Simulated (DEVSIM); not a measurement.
System: Si p-n junction from an implanted or diffused profile, at 400 K.

Layer 1 from the left is Si, thickness (μm) 12.0, Nd (cm⁻³) 2.1e15, τn (s) 5e-6, τp (s) 5e-6.

Added acceptor profile: 2.4e17 cm⁻³ × exp(−(x − 0 μm)²/(2·(0.026 μm)²)). Left contact: ohmic. Right contact: ohmic. Voltage is applied to the left contact. Recombination: SRH at mid-gap, radiative, Auger. Gap narrowing is on: ΔEg = 6.92 meV × (l + √(l² + 0.5)), l = ln(N/1.3e17 cm⁻³), shared equally by both band edges. Mobility is μmin + (μ − μmin)/(1 + (N/Nref)^α).

Constants are typed, rounded textbook-type inputs, not results; the design itself was drawn at random and stands for no fabricated device. Values at 300 K; Nc and Nv go as T^1.5, mobilities as T to minus their exponent, the gap by Varshni's rule with the affinity fixed.

Si: gap (eV) 1.124, affinity (eV) 4.05, permittivity 11.7, Nc (cm⁻³) 2.86e19, Nv (cm⁻³) 3.1e19, μn (cm²/Vs) 1417, μp (cm²/Vs) 470, μn,min 52, μp,min 45, Nref,n 9.7e16, Nref,p 2.2e17, αn 0.68, αp 0.72, T exponent of μn 2.3, T exponent of μp 2.2, B (cm³/s) 4.7e-15, Cn (cm⁶/s) 2.8e-31, Cp (cm⁶/s) 9.9e-32, Varshni α (eV/K) 0.000473, Varshni β (K) 636.

Simulated with DEVSIM: 1D drift-diffusion, Boltzmann statistics, complete ionisation; no tunnelling, impact ionisation, image-force lowering or self-heating.

Problem. What does the simulation give for the dark forward voltage at 100 A/cm², the potential step across the device at zero bias?

Solution. dark forward voltage at 100 A/cm² 0.654 V; potential step across the device at zero bias 0.565 V.
